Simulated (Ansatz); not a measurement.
Take MgTe in the wurtzite structure (space group P6_3mc, No. 186) as the base.

```
CELL_PARAMETERS angstrom
      4.60888     0.00000     0.00000
     -2.30444     3.99141     0.00000
      0.00000     0.00000     7.50008
ATOMIC_POSITIONS crystal
  Mg 0.33333 0.66667 0.99978
  Mg 0.66667 0.33333 0.49978
  Te 0.33333 0.66667 0.37622
  Te 0.66667 0.33333 0.87622
```

Cartesian axes are those of the cell as printed.

Method: PBE/PAW in Ansatz (a quantum-chemistry and plane-wave program), without spin-orbit coupling.

Strains are applied to the cell and any free atomic positions relax.

One change was made to it. Results:

The energy grows by 5.3 meV/atom; the largest internal atomic displacement comes out as 0.019 Å.

Problem. Name the change that was made.
A. uniaxial strain ε_zz = +3.00 %
B. uniaxial strain ε_zz = +1.80 %
C. uniaxial strain ε_zz = +2.40 %

Solution. A, uniaxial strain ε_zz = +3.00 %. For comparison, the energy relative to the base in the other runs: uniaxial strain ε_zz = +2.40 % gives +3.4 meV/atom; uniaxial strain ε_zz = +1.80 % gives +1.9 meV/atom.

No phonon test of stability was made.
